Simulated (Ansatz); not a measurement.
Consider CdTe in the zinc blende structure (space group F-43m, No. 216; a = 6.618 Å).

The values are results of Ansatz (an electronic-structure program) PBE, no spin-orbit coupling, not measurements.

For the base:

| Property | Result |
|---|---|
| Valley order | Γ 0.59 eV; L along ⟨111⟩ 1.76 eV |
| Width of the top valence band | 1.94 eV |

The change: the cell is scaled by 0.9850 in all directions; the atoms relax in the strained cell.

Task: Estimate the effect on the valley order, width of the top valence band and energy relative to the base.

Result: The valley order (the lowest conduction-band minima on the path, energy above the VBM, named in the base's zone) goes from Γ 0.59 eV; L along ⟨111⟩ 1.76 eV to Γ 0.72 eV; L along ⟨111⟩ 1.81 eV; the width of the top valence band goes up by 0.18 eV (1.94 eV → 2.12 eV); the energy grows by 8.6 meV/atom.

With Te present, leaving out spin-orbit coupling can change the band edges. The levels and masses belong to the bands next to the band gap. Whether these cells are dynamically stable was not tested.
